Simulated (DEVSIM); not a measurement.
Structure: Schottky contact on n-type Si, at 250 K.

```
layer (left to right)  material  thickness (μm)  Nd (cm⁻³)  τn (s)  τp (s)
---------------------  --------  --------------  ---------  ------  ------
1                            Si            1.80     2.1e15  5.1e-5  5.1e-5
2                            Si            1.20     1.1e18  5.1e-5  5.1e-5
```

Left contact: Schottky, work function 4.77 eV, emission velocity 1.2e7 cm/s. Right contact: ohmic. Voltage is applied to the left contact. Recombination: SRH at mid-gap, radiative. Gap narrowing is on: ΔEg = 6.92 meV × (l + √(l² + 0.5)), l = ln(N/1.3e17 cm⁻³), shared equally by both band edges. Mobility is μmin + (μ − μmin)/(1 + (N/Nref)^α).

The device is made up for the run: typed textbook-type constants, with dimensions and the other settings drawn at random. Values at 300 K; Nc and Nv go as T^1.5, mobilities as T to minus their exponent, the gap by Varshni's rule with the affinity fixed.

```csv
parameter,Si
gap (eV),1.124
affinity (eV),4.05
permittivity,11.7
Nc (cm⁻³),2.86e19
Nv (cm⁻³),3.1e19
μn (cm²/Vs),1417
μp (cm²/Vs),470
"μn,min",52
"μp,min",45
"Nref,n",9.7e16
"Nref,p",2.2e17
αn,0.68
αp,0.72
T exponent of μn,2.3
T exponent of μp,2.2
B (cm³/s),4.7e-15
Varshni α (eV/K),0.000473
Varshni β (K),636
```

DEVSIM, 1D drift-diffusion, Boltzmann statistics, complete ionisation; no tunnelling, impact ionisation, image-force lowering or self-heating. Metal contacts follow the ideal Schottky-Mott rule: no Fermi-level pinning, no interface dipoles.

The doping Nd of layer 1 was swept, all else fixed.

```tsv
doping Nd of layer 1 (cm^-3)	dark forward voltage at 100 A/cm² (V)	dark forward voltage at 1 A/cm² (V)
6.3e13	0.678	0.388
2.1e14	0.635	0.374
6.3e14	…	…
2.1e15	0.486	0.353
6.3e15	0.463	0.349
2.1e16	0.450	0.346
6.3e16	0.446	0.344
```

Q: What belongs in the gaps?

A: 
- 6.3e14, dark forward voltage at 100 A/cm² (V): 0.543
- 6.3e14, dark forward voltage at 1 A/cm² (V): 0.362
